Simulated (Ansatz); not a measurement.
Consider CuAu (space group P4/mmm, No. 123; relaxed with 0.1 eV smearing).

```yaml
crystal:
  lattice:
    - [2.81285, 0.00000, 0.00000]
    - [0.00000, 2.81285, 0.00000]
    - [0.00000, 0.00000, 3.59296]
  atoms:
    - { symbol: Cu, position: [0.00000, 0.00000, 0.00000] }
    - { symbol: Au, position: [0.50000, 0.50000, 0.50000] }
```

Cartesian axes are those of the cell as printed.

All numbers come from Kohn–Sham DFT with the PBEsol functional, run in Ansatz (a quantum-chemistry and plane-wave program) with PAW and 420 eV plane waves, scalar-relativistic without spin-orbit coupling.

Perturbation: the cell is compressed by 3.00 % along z with no lateral relaxation, atoms relaxed at fixed cell.

**Question.** How does this affect the stress?

**Answer.** The stress (xx, yy, zz, yz, xz, xy; compression positive) is (5.4, 5.4, 5.9, 0.0, 0.0, 0.0) GPa.

**Question.** Estimate the effect on the energy relative to the base.

**Answer.** The energy increases by 7.7 meV/atom.

The cells carry an imposed strain or load. Whether these cells are dynamically stable was not tested. All final runs are without spin polarisation.
